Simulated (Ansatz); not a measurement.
An ideal cubic perovskite cell is held by its symmetry; such compounds can tilt or shift off centre at room temperature. The starting structures come from a database of crystals and need not be the phases stable at ambient conditions.

 Where the default PAW files enter, the runs use the earlier of Ansatz's two default sets.

## Evanescent states of RbMgF$_{3}$ (Pm-3m, cubic perovskite, not sure to be the ambient phase, 5 atoms a cell, 13.4 Å³ an atom) along the normal of (001)

Level of theory: r2SCAN (plane waves, PAW; Ansatz, a first-principles code).

No gap correction and no spin-orbit coupling; mid-gap values are interpolated between computed energies.

Energies count from the valence-band top; κ is the least over a 8×8 mesh across the current.

| E (eV) | κ (1/Å) | where |
|---|---|---|
| 0.18 | 0.270 | Γ |
| 0.56 | 0.366 | Γ |
| 0.93 | 0.427 | Γ |
| 1.29 | 0.470 | Γ |
| 1.67 | 0.500 | Γ |
| 2.04 | ? | Γ |
| 2.40 | ? | Γ |
| 2.77 | ? | Γ |
| 3.15 | ? | Γ |
| 3.52 | ? | Γ |
| 3.88 | ? | Γ |
| 4.25 | ? | Γ |
| 4.62 | ? | Γ |
| 5.00 | ? | Γ |
| 5.37 | ? | Γ |
| 5.74 | ? | Γ |
| 6.11 | ? | Γ |
| 6.47 | ? | Γ |
| 6.84 | 0.393 | Γ |
| 7.21 | 0.348 | Γ |
| 7.58 | 0.292 | Γ |
| 7.96 | 0.213 | Γ |
| 8.32 | 0.043 | Γ |

Q: Some entries are withheld; supply them.

A: 
- 2.04, κ (1/Å): 0.522
- 2.40, κ (1/Å): 0.538
- 2.77, κ (1/Å): 0.547
- 3.15, κ (1/Å): 0.552
- 3.52, κ (1/Å): 0.553
- 3.88, κ (1/Å): 0.550
- 4.25, κ (1/Å): 0.544
- 4.62, κ (1/Å): 0.534
- 5.00, κ (1/Å): 0.521
- 5.37, κ (1/Å): 0.504
- 5.74, κ (1/Å): 0.483
- 6.11, κ (1/Å): 0.459
- 6.47, κ (1/Å): 0.429
